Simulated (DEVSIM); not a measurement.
System: Si p-n junction from an implanted or diffused profile, at 300 K.

```tsv
layer (left to right)	material	thickness (μm)	Nd (cm⁻³)	τn (s)	τp (s)
1	Si	3.70	8.8e15	1.7e-7	1.7e-7
```

Added acceptor profile: 5.7e17 cm⁻³ × exp(−(x − 0.15 μm)²/(2·(0.15 μm)²)). Left contact: ohmic. Right contact: ohmic. Voltage is applied to the left contact. Recombination: SRH at mid-gap, Auger. Mobility is μmin + (μ − μmin)/(1 + (N/Nref)^α).

This is a model device: material constants are rounded textbook-type values typed into the input, and sizes, dopings and lifetimes were drawn at random. Values at 300 K.

```csv
parameter,Si
gap (eV),1.124
affinity (eV),4.05
permittivity,11.7
Nc (cm⁻³),2.86e19
Nv (cm⁻³),3.1e19
μn (cm²/Vs),1417
μp (cm²/Vs),470
"μn,min",52
"μp,min",45
"Nref,n",9.7e16
"Nref,p",2.2e17
αn,0.68
αp,0.72
Cn (cm⁶/s),2.8e-31
Cp (cm⁶/s),9.9e-32
```

Simulated with DEVSIM: 1D drift-diffusion, Boltzmann statistics, complete ionisation; no tunnelling, impact ionisation, image-force lowering or self-heating.

The peak of the profile was swept, all else fixed.

```
peak of the profile (cm^-3)  dark forward voltage at 1 A/cm² (V)  potential step across the device at zero bias (V)  dark forward voltage at 100 A/cm² (V)
---------------------------  -----------------------------------  -------------------------------------------------  -------------------------------------
5.7e16                                                     0.560                                              0.732                                  0.694
1.1e17                                                     0.578                                              0.753                                  0.710
2.8e17                                                     0.593                                              0.779                                  0.725
5.7e17                                                     0.598                                              0.798                                  0.732
1.1e18                                                     0.600                                              0.815                                  0.735
```

From the first row to the last the dark forward voltage at 1 A/cm² goes from 0.560 to 0.600. From the first row to the last the potential step across the device at zero bias goes from 0.732 to 0.815.
